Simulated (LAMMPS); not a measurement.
LAMMPS 22 Jul 2025, classical MD, Tersoff (Ge.tersoff): Ge, 8000 atoms.

- task = MD, nve
- potential = Tersoff, Ge.tersoff
- copies of the repeat unit = 10×10×10
- shape (slab and sphere leave vacuum in the box) = slab
- temperature = 800 K
- steps = 4000
- timestep = 1 fs
- neighbor skin = 2 Å
- neigh_modify = every 1 delay 0 check yes
- thermo = 100
- newton = on (default)
- atom_modify sort (bins of 2 Å where set) = 1000 (default)
- box = 56.6 × 56.6 × 169.7 Å, the slab in its lowest third along z, the rest vacuum
- start = generated diamond lattice, warmed in an untimed run
- compared values = energy and forces of the first step, drift over the run

Hardware: Arm Neoverse V2, 96 cores on 1 socket, no SMT, 1 L3 cache group.

Wall times, medians of two to five repeats, each run alone on the node (launch to exit). Processes are pinned to neighbouring cores unless said otherwise. Build: PyPI wheel: MPICH, OPENMP and OPT packages. Other compilers and libraries give other times. Scratch files lie in a memory file system. A preparatory run goes ahead and isn't timed.

First run (64 ranks, comm = brick (default), balance = none (default), processors = * * * (default), suffix = none (plain styles) (default)):

```
Loop time of 2.069 on 64 procs for 4000 steps with 8000 atoms

Performance: 167.037 ns/day, 0.144 hours/ns, 1933.301 timesteps/s, 15.466 Matom-step/s
92.9% CPU use with 64 MPI tasks x 1 OpenMP threads

MPI task timing breakdown:
Section |  min time  |  avg time  |  max time  |%varavg| %total
---------------------------------------------------------------
Pair    | 0.00023412 | 0.58225    | 1.8939     | 103.0 | 28.14
Neigh   | 5.5793e-05 | 0.0044233  | 0.014235   |   8.8 |  0.21
Comm    | 0.0017186  | 0.2359     | 1.014      |  68.2 | 11.40
Output  | 0.00071178 | 0.014388   | 0.023564   |   8.8 |  0.70
Modify  | 0.00037015 | 0.0034348  | 0.0099642  |   6.9 |  0.17
Other   |            | 1.229      |            |       | 59.38

Nlocal:            125 ave         404 max           0 min
Histogram: 40 0 0 0 0 8 0 0 0 16
Nghost:        294.109 ave         890 max           0 min
Histogram: 32 0 8 0 0 7 1 2 6 8
Neighs:              0 ave           0 max           0 min
Histogram: 64 0 0 0 0 0 0 0 0 0
FullNghs:      3367.66 ave       11305 max           0 min
Histogram: 40 0 0 0 1 7 0 0 6 10

Total # of neighbors = 215530
Ave neighs/atom = 26.94125
Neighbor list builds = 35
Dangerous builds = 0
```

Second run:

```
Loop time of 0.871098 on 64 procs for 4000 steps with 8000 atoms

Performance: 396.741 ns/day, 0.060 hours/ns, 4591.908 timesteps/s, 36.735 Matom-step/s
92.4% CPU use with 64 MPI tasks x 1 OpenMP threads

MPI task timing breakdown:
Section |  min time  |  avg time  |  max time  |%varavg| %total
---------------------------------------------------------------
Pair    | 0.55351    | 0.58267    | 0.61326    |   2.4 | 66.89
Neigh   | 0.0047803  | 0.0050604  | 0.0053133  |   0.2 |  0.58
Comm    | 0.18263    | 0.20861    | 0.23662    |   3.7 | 23.95
Output  | 0.00082374 | 0.00094034 | 0.0016993  |   0.0 |  0.11
Modify  | 0.047049   | 0.047379   | 0.047995   |   0.1 |  5.44
Other   |            | 0.02643    |            |       |  3.03

Nlocal:            125 ave         127 max         123 min
Histogram: 6 0 16 0 0 20 0 16 0 6
Nghost:        465.016 ave         531 max         341 min
Histogram: 7 1 8 0 0 2 4 12 16 14
Neighs:              0 ave           0 max           0 min
Histogram: 64 0 0 0 0 0 0 0 0 0
FullNghs:       3366.5 ave        3555 max        3175 min
Histogram: 7 12 9 4 0 0 1 13 8 10

Total # of neighbors = 215456
Ave neighs/atom = 26.932
Neighbor list builds = 40
Dangerous builds = 0
```

### Question
Which of these changes turns the first timing block into the second?
A. comm = tiled, balance = fix b all balance 200 1.1 rcb
B. processors = 4 4 4
C. processors = 1 1 64
D. 8 ranks × 8 threads, suffix = omp

### Answer
A, comm = tiled, balance = fix b all balance 200 1.1 rcb. The largest move is in other (Other): 1.2 s to 0.026 s. The slowest rank's pair time is 3.25 times the mean in the first run and 1.05 times in the second; the others wait. The other changes gave 2.4 s (processors = 1 1 64), 2.2 s (processors = 4 4 4), 2.4 s (8 ranks × 8 threads, suffix = omp), against 1.1 s here and 2.3 s at first.
